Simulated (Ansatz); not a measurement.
A self-consistent single point of Zn2GeO4 (Fd-3m, 14 atoms in the cell) with Ansatz (a quantum-chemistry and plane-wave program).

Method: r2SCAN, default PAW files made with PBE (plane waves; Ansatz).

```
CELL_PARAMETERS angstrom
      0.00000     4.00797     4.00797
      4.00797     0.00000     4.00797
      4.00797     4.00797     0.00000
ATOMIC_POSITIONS crystal
  Zn 0.12500 0.12500 0.12500
  Zn 0.62500 0.12500 0.12500
  Zn 0.12500 0.62500 0.12500
  Zn 0.12500 0.12500 0.62500
  Ge 0.75000 0.75000 0.75000
  Ge 0.50000 0.50000 0.50000
  O  0.36260 0.36260 0.36260
  O  0.91220 0.36260 0.36260
  O  0.36260 0.91220 0.36260
  O  0.36260 0.36260 0.91220
  O  0.88740 0.88740 0.88740
  O  0.33780 0.88740 0.88740
  O  0.88740 0.33780 0.88740
  O  0.88740 0.88740 0.33780
```

Reference input (self-consistent single point, DFT, PBE, plane waves, default PAW files): kpoints.mp_grid.grid = 6 6 6; hamiltonian.xc = pbe; hamiltonian.pseudopotentials = {kind: paw} (the program's default PAW files); scf.occupations.method = cold; scf.occupations.width = 0.1 eV. This run's input differs from it in these lines:

Ansatz 0.2 input:
```diff
@@ -23,3 +23,3 @@
 hamiltonian:
-  xc: pbe
+  xc: r2scan
   pseudopotentials: { kind: paw }
```

The program printed (abridged):

```
SCF iter   1: F=—  HF=-26454.245523 eV  |F-HF|=—  |Δ(HF+E_count)|=         —  Δρ=2.59e-2  dr2=6.11e-1  dr2_τ=6.42e-1  ethr=1.77e-3  ⟨swp⟩=5.2  Hψ=4770  notcnv=0  defer=39
all-band conjugate gradients solve this SCF's bands
preconditioner: auto → Resta (q_TF=auto, 2.711 Å⁻¹)
SCF iter   2: F=—  HF=-26454.392683 eV  |F-HF|=—  |Δ(HF+E_count)|=   1.47e-1  S|Δr|=  3.60e-10  Δρ=7.34e-3  dr2=5.33e-2  dr2_τ=3.58e-3  ethr=4.93e-4  ⟨swp⟩=2.0  Hψ=2131  notcnv=0  defer=116
   [... lines left out ...]
SCF iter   7: F=—  HF=-26454.374404 eV  |F-HF|=—  |Δ(HF+E_count)|=   8.61e-5  S|Δr|=  4.57e-11  Δρ=3.42e-5  dr2=1.88e-6  dr2_τ=5.83e-8  ethr=1.38e-8  ⟨swp⟩=2.0  Hψ=2092  notcnv=0  defer=116
SCF iter   8: F=—  HF=-26454.374405 eV  |F-HF|=—  |Δ(HF+E_count)|=   1.08e-6  S|Δr|=  3.44e-12  Δρ=1.61e-5  dr2=3.30e-7  dr2_τ=1.09e-8  ethr=1.51e-9  ⟨swp⟩=2.0  Hψ=2010  notcnv=0  defer=116
SCF iter   9: F=-26454.374405 eV  HF=-26454.374405 eV  |F-HF|=6.87e-9  |Δ(HF+E_count)|=   2.21e-7  S|Δr|=  1.49e-13  Δρ=5.95e-6  dr2=3.95e-8  dr2_τ=2.40e-9  ethr=8.06e-11  ⟨swp⟩=10.9  Hψ=5549  notcnv=0
SCF 1 converged in 9 iterations: F = -26454.374405 eV  dr2 = 3.95e-8
Stability not checked (fill_not_monotonic)
Free energy (F): -26454.374405 eV
F+E_penalty+E_count: -26454.374405 eV  (lagrangian_ev)
Internal energy: -26454.374405 eV  (E = F + TS)
E sigma→0 (E₀):  -26454.374405 eV
Fermi energy:    11.715229 eV
--- Forces (eV/Å), atoms counted from 1 ---
  atom   1  Zn    -0.00000000     0.00000000     0.00000000
  atom   2  Zn     0.00000000    -0.00000000    -0.00000000
  atom   3  Zn     0.00000000    -0.00000000     0.00000000
  atom   4  Zn     0.00000000     0.00000000    -0.00000000
   [... lines left out ...]
  atom  14  O      3.45858160     3.45858160    -3.45858160
--- Stress (GPa, compression-positive) ---
       34.425966       0.000000       0.000000
       -0.000000      34.425966       0.000000
       -0.000000       0.000000      34.425966
  P = ⅓ Tr σ = 34.4260 GPa (344.260 kbar)
  The stress holds the Pulay correction. Without it, at fixed plane waves, as pw.x and ABINIT print it: P = 34.2706 GPa
```

The run converged in 9 iterations. Against the reference run the pressure goes from 43.30 to 34.43 GPa, the largest force goes from 5.647 to 5.990 eV/Å and the gap on the mesh goes from 0.405 to 0.873 eV. The full log also holds: “WARN basis.ecutwfc = 500 eV, the default”.

The starting cell was generated: these elements placed on a structure prototype, without a prior relaxation; it need not be a known phase or ordering of this composition. With a pressure of about 34 GPa the cell is away from its equilibrium volume at this level. Forces in this geometry exceed 1 eV/Å. Ansatz's pressure includes its estimate of the finite-basis (Pulay) stress.
